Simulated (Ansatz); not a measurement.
Input and output of a zone-centre phonon calculation for Sc3SnB (Pm-3m, 5 atoms in the cell) (Ansatz, a quantum-chemistry and plane-wave program).

Computed with LDA (PW92), default PAW files made with PBE (plane waves; Ansatz).

```
CELL_PARAMETERS angstrom
      4.64001     0.00000     0.00000
      0.00000     4.64001     0.00000
      0.00000     0.00000     4.64001
ATOMIC_POSITIONS crystal
  Sc 0.50000 0.00000 0.50000
  Sc 0.00000 0.50000 0.50000
  Sc 0.50000 0.50000 0.00000
  Sn 0.00000 0.00000 0.00000
  B  0.50000 0.50000 0.50000
```

Reference input (self-consistent single point, DFT, LDA (PW92), plane waves, default PAW files made with PBE): basis.ecutwfc = 420 eV; kpoints.mp_grid.grid = 7 7 7; hamiltonian.xc = lda; hamiltonian.pseudopotentials = {kind: paw} (the program's default PAW files); scf.occupations.method = fermi_dirac; scf.occupations.width = 0.1 eV. This run's input differs from it in these lines:

Ansatz 0.2 input:
```diff
@@ -12,3 +12,3 @@
 basis:
-  ecutwfc: 420.0
+  ecutwfc: 295.0
 kpoints:
@@ -24,6 +24,4 @@
     width: 0.1
-output:
-  forces: true
-  eigenvalues: true
-  stress: true
+phonons:
+  method: dfpt
```

Output, abridged:

```
SCF iter   1: F=—  HF=-12299.283571 eV  |F-HF|=—  |Δ(HF+E_count)|=         —  Δρ=6.84e-3  dr2=3.73e-2  ethr=1.77e-3  ⟨swp⟩=5.5  Hψ=8107  notcnv=0
all-band conjugate gradients solve this SCF's bands
preconditioner: auto → Kerker (q_TF=auto, 2.431 Å⁻¹)
SCF iter   2: F=—  HF=-12299.273261 eV  |F-HF|=—  |Δ(HF+E_count)|=   1.03e-2  Δρ=3.17e-3  dr2=7.60e-3  ethr=7.46e-5  ⟨swp⟩=2.1  Hψ=3163  notcnv=0
   [... lines left out ...]
SCF iter   7: F=—  HF=-12299.271448 eV  |F-HF|=—  |Δ(HF+E_count)|=   8.79e-9  Δρ=2.19e-6  dr2=6.49e-9  ethr=1.38e-10  ⟨swp⟩=2.0  Hψ=2349  notcnv=0
SCF iter   8: F=—  HF=-12299.271448 eV  |F-HF|=—  |Δ(HF+E_count)|=  8.95e-10  Δρ=5.14e-7  dr2=6.35e-10  ethr=1.30e-11  ⟨swp⟩=2.0  Hψ=2395  notcnv=0
SCF iter   9: F=—  HF=-12299.271448 eV  |F-HF|=—  |Δ(HF+E_count)|=  1.31e-10  Δρ=1.68e-7  dr2=2.89e-11  ethr=1.27e-12  ⟨swp⟩=2.0  Hψ=2385  notcnv=0
SCF iter  10: F=-12299.271448 eV  HF=-12299.271448 eV  |F-HF|=0.00e0  |Δ(HF+E_count)|=  7.28e-12  Δρ=2.99e-8  dr2=5.71e-13  ethr=1.00e-12  ⟨swp⟩=5.2  Hψ=7378  notcnv=0
SCF 1 converged in 10 iterations: F = -12299.271448 eV  dr2 = 5.71e-13
DFPT response loops at Γ: preconditioner auto → Kerker (q_TF=auto, 2.431 Å⁻¹) (partly filled bands, converged f_vac=0.000) …
Free energy (F): -12299.271448 eV
Internal energy: -12299.219558 eV  (E = F + TS)
E sigma→0 (E₀):  -12299.245503 eV
Entropy (-TS):   -0.051890 eV (-10.378 meV/atom)
Fermi energy:    10.030084 eV
--- Phonons (Γ-DFPT): 4 representative perturbations + reference, on 64 of 343 k-points (Σ response iterations 13) ---
  k mesh reduced under 8 symmetry operations, with k and −k counted as one. Each operation leaves every solved displacement unchanged or reverses it
  ASR residual: 1.777e-4 → 0.000e0 eV/Å²; symmetrization residual: 2.641e-6 eV/Å²
  ASR residual per site (eV/Å²): 1.78e-4 1.78e-4 1.78e-4 6.98e-5 8.48e-6
  Γ frequencies (cm⁻¹): 0.00 0.00 0.00 114.01 114.01 114.01 159.22 159.22 159.22 226.47 226.47 226.47 471.44 471.44 471.44
  non-analytic LO–TO correction: not included (Born effective charges unavailable; polar crystals: no LO–TO splitting at Γ)
```

The run converged in 10 iterations. 

Summary of the result:
```
Quantity                                                                                                                Value
--------------------------------------------------------  -------------------------------------------------------------------
Free energy E − TS (on the zero of these files)                                                                -12299.2714 eV
Fermi level (on the code's own zero)                                                                                 10.03 eV
Zone-centre frequencies (cm⁻¹; negative means imaginary)  0, 0, 0, 114, 114, 114, 159, 159, 159, 226, 226, 226, 471, 471, 471
```

The starting cell comes from a database of computed structures (which also holds hypothetical and non-ambient phases and stackings), without a prior relaxation at this level. Its lattice was rescaled by up to half a per cent. The cutoff lies below the one recommended for these files.

Cost on one core of a shared machine: roughly 70 s.
